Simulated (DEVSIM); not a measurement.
System: Mo/SiO2/p-Si capacitor, at 250 K.

| layer (left to right) | material | thickness (nm) | Na (cm⁻³) |
|---|---|---|---|
| 1 | SiO2 | 12.0 | - |
| 2 | Si | 2100 | 7.4e16 |

Metal gate on the left, work function 4.6 eV. Fixed charge at the semiconductor interface 1.2e11 cm⁻² (in units of +e); no interface traps.

Constants are typed, rounded textbook-type inputs, not results; the design itself was drawn at random and stands for no fabricated device. Values at 300 K; Nc and Nv go as T^1.5, mobilities as T to minus their exponent, the gap by Varshni's rule with the affinity fixed.

```csv
parameter,SiO2,Si
gap (eV),9,1.124
affinity (eV),0.9,4.05
permittivity,3.9,11.7
Nc (cm⁻³),-,2.86e19
Nv (cm⁻³),-,3.1e19
Varshni α (eV/K),-,0.000473
Varshni β (K),-,636
```

DEVSIM, 1D Poisson equation in equilibrium, Boltzmann statistics, complete ionisation; no quantum confinement or tunnelling. Metal contacts follow the ideal Schottky-Mott rule: no Fermi-level pinning, no interface dipoles.

The SiO2 thickness was swept, all else fixed.

```json
[
 {"SiO2 thickness (μm)": "0.0048", "minimum of the low-frequency capacitance (μF/cm²)": "0.0802", "threshold voltage (band bending 2φF) (V)": "0.61", "capacitance of the dielectric stack (μF/cm²)": "0.719", "flat-band voltage (V)": "-0.49"},
 {"SiO2 thickness (μm)": "0.0066", "minimum of the low-frequency capacitance (μF/cm²)": "0.0784", "threshold voltage (band bending 2φF) (V)": "0.67", "capacitance of the dielectric stack (μF/cm²)": "0.523", "flat-band voltage (V)": "-0.50"},
 {"SiO2 thickness (μm)": "0.0084", "minimum of the low-frequency capacitance (μF/cm²)": "0.0743", "threshold voltage (band bending 2φF) (V)": "0.74", "capacitance of the dielectric stack (μF/cm²)": "0.411", "flat-band voltage (V)": "-0.51"},
 {"SiO2 thickness (μm)": "0.01", "minimum of the low-frequency capacitance (μF/cm²)": "0.0718", "threshold voltage (band bending 2φF) (V)": "0.80", "capacitance of the dielectric stack (μF/cm²)": "0.345", "flat-band voltage (V)": "-0.52"},
 {"SiO2 thickness (μm)": "0.012", "minimum of the low-frequency capacitance (μF/cm²)": "(withheld)", "threshold voltage (band bending 2φF) (V)": "(withheld)", "capacitance of the dielectric stack (μF/cm²)": "0.288", "flat-band voltage (V)": "-0.53"},
 {"SiO2 thickness (μm)": "0.014", "minimum of the low-frequency capacitance (μF/cm²)": "0.0662", "threshold voltage (band bending 2φF) (V)": "0.95", "capacitance of the dielectric stack (μF/cm²)": "0.247", "flat-band voltage (V)": "-0.54"}
]
```

### Question
What belongs in the gaps?

### Answer

- 0.012, minimum of the low-frequency capacitance (μF/cm²): 0.0693
- 0.012, threshold voltage (band bending 2φF) (V): 0.87
